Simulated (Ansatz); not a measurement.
# Ta: energy against volume

Ta (bcc, Im-3m, 18.305 Å³/atom and stress up to 0.01 GPa in the relaxed cell, cube axes along x, y and z) under an equal strain ε along all three axes. PBE in Ansatz, a plane-wave DFT program (PAW, default set), 420 eV, 28×28×28 Γ-centred mesh, Fermi-Dirac smearing 0.10 eV.

Here V stands for volume and E for E less E0.

| volume (Å³/atom) | E less E0 (meV/atom) | pressure (GPa) |
|---|---|---|
| 17.2282 | 40.73 | 13.17 |
| 17.4933 | 22.33 | 9.57 |
| 17.7610 | 9.55 | 6.19 |
| 18.0315 | 2.18 | 3.00 |
| 18.3047 | 0.00 | 0.00 |
| 18.5807 | 2.80 | -2.82 |
| 18.8594 | 10.39 | -5.48 |
| 19.1408 | 22.57 | -7.97 |
| 19.4251 | 39.16 | -10.31 |
| 20.0020 | ? | ? |

Q: Fit E against V with the third-order Birch-Murnaghan form, a cubic in V^(-2/3), and predict the withheld value at V = 20.0020.

A: With u = V^(-2/3) - 0.144, the rows have u = 0.005913, 0.004395, 0.002900, 0.001427, -0.000024, -0.001453, -0.002861, -0.004247, -0.005614. Least squares gives E = -0.008 - 182.5·u + 1203330·u² - 1237587·u³. Residuals (row less fit): 0.000, 0.002, -0.003, 0.002, 0.003, -0.001, -0.003, 0.004, -0.001; standard error 0.003 (degrees of freedom: 5). Its minimum lies at u = 0.000076, so V0 = (0.144076)^(-3/2) = 18.29. There d²E/du² = 2406000 and d³E/du³ = -7426000, so B0 = (4/9) × 18.29^(-7/3) × 2406000 × 0.160218 = 194 GPa (the last factor turns the table's units into GPa), and B0' = 4 + (2/3) × 0.144076 × (-7426000)/2406000 = 3.7. B0' rests on the cubic coefficient alone and has a standard error of 0.1 from these residuals. At the withheld row, u = -0.008288, so E = -0.008 - 182.5 × (-0.008288) + 1203330 × (-0.008288)² - 1237587 × (-0.008288)³ = 84.867 meV/atom. The calculation gives 84.83 meV/atom, 0.037 meV/atom below the prediction (0.0 % of the range of E in the table). The row lies outside the fitted rows, so this is an extrapolation. The scatter of the fitted rows lies at the last printed digit.

In a metal these values are sensitive to mesh and smearing; energies are taken to zero smearing, stresses follow the free energy. Other structures, which can take over under pressure, weren't tried. The same form fitted to the pressure column gives B0' = 3.7; series where the two differ by over 0.4 aren't shown. Rows are the converged runs of the series near zero and its far end, less any whose ions stayed unrelaxed beside relaxed ones; series whose fitted rows scatter by over a few per cent of the range, as at a crossing or softening among them, aren't shown in this form.
